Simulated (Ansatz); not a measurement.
The reference is ZnSe in the zinc blende structure (space group F-43m, No. 216; a = 5.633 Å).

Level of theory: Kohn–Sham DFT with the PBEsol functional, run in Ansatz (a first-principles code) with PAW and 420 eV plane waves, scalar-relativistic without spin-orbit coupling.

For the base:

| Item | Result |
|---|---|
| Electron mass | 0.091 mₑ (at Γ) |
| Lattice parameter a | 5.633 Å |
| Band gap | 1.24 eV |

Perturbation: hydrostatic tension (pressure −1 GPa).

Task: What happens to the electron mass?

Result: The electron mass becomes 0.088 mₑ (at Γ) (base: 0.091 mₑ (at Γ)).

Task: What does the calculation give for the lattice parameter a after the change?

Result: The lattice parameter a rises by 0.030 Å (5.633 Å → 5.663 Å).

Task: How does this affect the band gap?

Result: The band gap decreases by 0.06 eV, from 1.24 eV to 1.18 eV.

Load acts through the strain it causes; cell and atoms are relaxed under it. Effective masses come from finite differences of ±0.01 Å⁻¹. No phonon test of stability was made.
